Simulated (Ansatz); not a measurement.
CdTe (model structure, within 0.1 Å of Fm-3m, No. 225, 8 atoms in the cell) was calculated with LDA (plane waves, PAW; Ansatz, a quantum-chemistry and plane-wave program).

Run with plane-wave cutoff 520 eV, 6×14×12 k mesh (along the axes of the cell as run), Fermi–Dirac smearing 0.05 eV, scalar-relativistic PAW data made under PBE.

Cell (relaxed at this level):

```
CdTe
1.0
   11.87022     0.00000     0.00000
    0.00000     4.19223     0.00000
    0.00000     0.00000     4.19277
Cd Te
4 4
Direct
  0.12499   0.25000   0.25015
  0.37501   0.75000   0.75015
  0.87501   0.75000   0.74985
  0.62499   0.25000   0.24985
  0.87499   0.25000   0.24986
  0.62501   0.75000   0.74986
  0.12501   0.75000   0.75014
  0.37499   0.25000   0.25014
```

Predict the bulk modulus B0.


bulk modulus B0: 62.3 GPa

The run finds no gap.

Note: the bulk modulus is −V dP/dV from two relaxed cells at ±2 % in volume.

Spin–orbit coupling is not included; it can open a gap where bands touch, and shift volumes and moduli.

The result took about 80 core-minutes (a rough figure).

A model structure was made by putting elements into a prototype or built by hand; it is no filed structure, need not be a known phase, and can be a saddle point held by its symmetry.
